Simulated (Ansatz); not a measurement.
# How the lattice parameter a of IrB2 (model structure, started from the MoSi2 type, I4/mmm, No. 139, 3 atoms in the cell) moves with the method

No measured value is used here.

```json
[
 {"level (code)": "LDA (Ansatz)", "value (Å)": "2.775"},
 {"level (code)": "PBE (Ansatz)", "value (Å)": "2.812"},
 {"level (code)": "PBEsol (Ansatz)", "value (Å)": "2.788"},
 {"level (code)": "PBE-D3(BJ) (Ansatz)", "value (Å)": "2.781"},
 {"level (code)": "r²SCAN (Ansatz)", "value (Å)": "2.822"},
 {"level (code)": "r²SCAN+rVV10 (Ansatz)", "value (Å)": "2.811"}
]
```

Density-functional levels without +SOC have no spin–orbit coupling. LDA, PBE, PBEsol, PBE-D3(BJ), r²SCAN, r²SCAN+rVV10: the run has no spin polarisation, so it can have missed a magnetic state. Cutoffs differ between the levels. Ansatz's density-functional and Hartree–Fock values are scalar-relativistic unless marked +SOC, with PAW data made under PBE.

A model structure was made by putting elements into a prototype or built by hand; it is no filed structure, need not be a known phase, and can be a saddle point held by its symmetry.

Ansatz is a program for electronic structure.
